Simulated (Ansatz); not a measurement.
The reference is BN in the zinc blende structure (space group F-43m, No. 216; a = 3.6247 Å).

Levels (all Ansatz, a first-principles code, PAW): PBE (420 eV, without spin-orbit coupling); r2SCAN (500 eV, spin-orbit coupling left out); HSE06 (420 eV, scalar-relativistic without spin-orbit coupling); PBE+SOC (420 eV, with spin-orbit coupling).

One geometry, relaxed with PBE, under each level:

Notes on the quantities. hole mass: degenerate bands, along [100].

The valence-band top lists the three highest levels at Γ (Kramers pairs under SOC), from the VBM.

```json
[
 {"level": "PBE", "band gap": "4.46 eV", "lowest conduction level above the VBM at special points": "X 4.46 eV; U 6.90 eV; K 6.90 eV; Γ 8.79 eV", "valence-band top at Γ": "0.00, 0.00, 0.00 eV", "electron mass": "0.91 mₑ along k, 0.30 mₑ across (at X)", "hole mass": "0.50, 0.53, 0.53 mₑ (at Γ)", "pressure": "-0.01 GPa"},
 {"level": "r2SCAN", "band gap": "?", "lowest conduction level above the VBM at special points": "?", "valence-band top at Γ": "–", "electron mass": "?", "hole mass": "?", "pressure": "?"},
 {"level": "HSE06", "band gap": "5.78 eV", "lowest conduction level above the VBM at special points": "X 5.78 eV; U 8.34 eV; K 8.34 eV; Γ 10.53 eV", "valence-band top at Γ": "–", "electron mass": "–", "hole mass": "–", "pressure": "–"},
 {"level": "PBE+SOC", "band gap": "4.46 eV", "lowest conduction level above the VBM at special points": "X 4.46 eV; U 6.89 eV; K 6.89 eV; Γ 8.78 eV", "valence-band top at Γ": "0.00, 0.00, -0.02 eV", "electron mass": "0.91 mₑ along k, 0.30 mₑ across (at X)", "hole mass": "0.52 mₑ (at Γ)", "pressure": "-0.01 GPa"}
]
```

Question: Give the withheld r2SCAN results.

Answer: 
- r2SCAN, band gap: 4.99 eV
- r2SCAN, lowest conduction level above the VBM at special points: X 4.99 eV; U 7.49 eV; K 7.49 eV; Γ 9.52 eV
- r2SCAN, electron mass: 0.88 mₑ along k, 0.29 mₑ across (at X)
- r2SCAN, hole mass: 0.47, 0.52, 0.52 mₑ (at Γ)
- r2SCAN, pressure: -4.76 GPa

Single points use the geometry relaxed with PBE. Their cutoffs differ, which shifts pressures a little. The hybrid gap comes from the SCF mesh plus the semilocal run's edge points and a few special points and is an upper bound. Differences between runs with and without spin-orbit coupling are approximate. Masses are band curvatures over ±0.01 Å⁻¹ around the edge. Along k means along the line from Γ to the band edge. Whether these cells are dynamically stable was not tested.
